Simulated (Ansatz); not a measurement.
Voigt–Reuss–Hill bulk modulus of Sb₂O₃ (Fd-3m, No. 227) at several levels of theory

No measured value is used here.

| level (code) | value (GPa) | cell (Å³/atom) |
|---|---|---|
| LDA (Ansatz) | 34.3 | 15.92 |
| PBEsol (Ansatz) | ? | 16.92 |
| r²SCAN (Ansatz) | 17.2 | 18.02 |

### Question
Some entries are withheld; supply them.

### Answer

- PBEsol (Ansatz, a program for electronic structure), value (GPa): 22.5

LDA, PBEsol, r²SCAN: the relaxation could not lower the start's symmetry, so the cell can be a saddle point above a distorted one. Each level is taken at its own relaxed cell. Cutoffs differ between the levels. Ansatz's density-functional and Hartree–Fock values are scalar-relativistic unless marked +SOC, with PAW data made under PBE.
